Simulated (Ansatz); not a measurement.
Worked calculations on one periodic cell of amorphous Ti₂₀O₄₃Al₂: Ti20O43Al2, 65 atoms, volume 773.8 Å³, made by a melt-quench on the CHGNet potential and relaxed with DFT. O atoms were pushed apart under 1.9 Å during the dynamics, to hinder bonds among them. It is a model cell: composition and starting density were chosen by hand, and all elements were melted together. Cycles of charging were run to anneal it. Calculation: PBE, scalar-relativistic without spin-orbit coupling (plane waves to 420 eV, PAW; Ansatz, an electronic-structure program). Sampling: a 2×2×2 Γ-centred mesh; Fermi-Dirac width 0.02 eV; no spin polarisation. Its volume was relaxed, its shape was free, and it stands at a mean pressure of 0.0 GPa with stress components up to 0.2 GPa; the relaxation ran on the zone centre alone. Its density went from a set 3.56 to 3.65 g/cm³. The cell is small and was quenched far faster than a real film, so it is one sample of the glass.

Problem. Count formal charges (Ti +4, O -2, Al +3). What does the count lead one to expect at the Fermi level, and what does the calculation give?

Solution. 20 × (+4) + 43 × (-2) + 2 × (+3) = 0. The charges balance, so the anion-derived valence states can be full and a gap can open. On this mesh the highest filled and lowest empty level lie 2.38 eV apart, the PBE gap of this cell, with a localised state at one edge or both.

Four energies for an added electron at PBE on the zone centre alone (charged cells in a uniform background, spin-polarised): neutral at the neutral geometry -75551.570 eV; charged at the neutral geometry -75542.377 eV; charged and relaxed -75542.493 eV; neutral at the charged geometry -75551.428 eV.

Problem. Find the two relaxation energies and their sum, the reorganisation energy.

Solution. On charging: -75542.377 − (-75542.493) = 0.116 eV. On discharging: -75551.428 − (-75551.570) = 0.142 eV. The sum is 0.258 eV. The carrier's level spreads over 10 of the 65 atoms' worth, so it counts as partly localised, most on one Ti atom with neighbours O 1.89 Å, O 1.92 Å, O 1.98 Å, O 1.98 Å, O 2.01 Å, O 2.13 Å (neutral geometry). The values are uncorrected: the image energy of a point charge in this cell, 2.84 × 14.40 / (2 × 9.2) = 2.2 eV before screening, is screened by electrons alone at the fixed geometry and by ions too after relaxing, and the carrier can be spread before it relaxes, so each term can be off by up to that value times 1/ε∞, some tenths of an eV. PBE's self-interaction favours spread-out carriers, so a hybrid can localise more.

Four energies for a hole at PBE on the zone centre alone (charged cells in a uniform background, spin-polarised): neutral at the neutral geometry -75551.570 eV; charged at the neutral geometry -75558.123 eV; charged and relaxed -75558.506 eV; neutral at the charged geometry -75550.734 eV.

Problem. Find the two relaxation energies and their sum, the reorganisation energy.

Solution. On charging: -75558.123 − (-75558.506) = 0.383 eV. On discharging: -75550.734 − (-75551.570) = 0.836 eV. The sum is 1.219 eV. The carrier's level spreads over 4 of the 65 atoms' worth, so it counts as localised, most on one O atom with neighbours Ti 1.80 Å, Al 1.93 Å, Ti 2.10 Å (neutral geometry). The values are uncorrected: the image energy of a point charge in this cell, 2.84 × 14.40 / (2 × 9.2) = 2.2 eV before screening, is screened by electrons alone at the fixed geometry and by ions too after relaxing, and the carrier can be spread before it relaxes, so each term can be off by up to that value times 1/ε∞, some tenths of an eV. PBE's self-interaction favours spread-out carriers, so a hybrid can localise more.
